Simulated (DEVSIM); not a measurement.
System: abrupt Si p-n junction, at 350 K.

Layer 1 from the left is Si, thickness (μm) 10.0, Na (cm⁻³) 5.8e15, τn (s) 1.7e-7, τp (s) 1.7e-7. Layer 2 from the left is Si, thickness (μm) 11.0, Nd (cm⁻³) 1.3e15, τn (s) 1.7e-7, τp (s) 1.7e-7.

Left contact: ohmic. Right contact: ohmic. Voltage is applied to the left contact. Recombination: SRH at mid-gap, radiative. Mobility is μmin + (μ − μmin)/(1 + (N/Nref)^α).

The device is made up for the run: typed textbook-type constants, with dimensions and the other settings drawn at random. Values at 300 K; Nc and Nv go as T^1.5, mobilities as T to minus their exponent, the gap by Varshni's rule with the affinity fixed.

Si: gap (eV) 1.124, affinity (eV) 4.05, permittivity 11.7, Nc (cm⁻³) 2.86e19, Nv (cm⁻³) 3.1e19, μn (cm²/Vs) 1417, μp (cm²/Vs) 470, μn,min 52, μp,min 45, Nref,n 9.7e16, Nref,p 2.2e17, αn 0.68, αp 0.72, T exponent of μn 2.3, T exponent of μp 2.2, B (cm³/s) 4.7e-15, Varshni α (eV/K) 0.000473, Varshni β (K) 636.

Simulated with DEVSIM: 1D drift-diffusion, Boltzmann statistics, complete ionisation; no tunnelling, impact ionisation, image-force lowering or self-heating.

Task: What does the simulation give for the dark forward voltage at 100 A/cm², the dark forward voltage at 1 A/cm², the potential step across the device at zero bias?

Result: dark forward voltage at 100 A/cm² 0.790 V; dark forward voltage at 1 A/cm² 0.459 V; potential step across the device at zero bias 0.536 V.
